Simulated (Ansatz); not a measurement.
```xyz
4
Lattice="3.7702 0.0000 0.0000 -1.8851 3.2651 0.0000 0.0000 0.0000 6.1895" Properties=species:S:1:pos:R:3 pbc="T T T"
Zn     1.8851     1.0884     6.1876
Zn     0.0000     2.1767     3.0929
S      1.8851     1.0884     3.8716
S      0.0000     2.1767     0.7768
```

Another polymorph of this substance is known too; which is more stable was not tested here. The polar cell is relaxed at -2 GPa. The structure is held there; whether it is the stable one at that pressure was not tested.

Task: Give the diagonal Born effective charges atom by atom and the electronic dielectric tensor from linear response, LDA density-functional theory in Ansatz (plane waves, PAW).

Result: 
| atom | Z*xx | Z*yy | Z*zz |
|---|---|---|---|
| Zn1 | 1.87 | 1.87 | 1.98 |
| Zn2 | 1.87 | 1.87 | 1.98 |
| S3 | -1.87 | -1.87 | -1.98 |
| S4 | -1.87 | -1.87 | -1.98 |

ε∞ diagonal: 6.1, 6.1, 6.2. The program warned that the k mesh resolves the field response only roughly, so the permittivities are not converged.

Ansatz is a first-principles code.
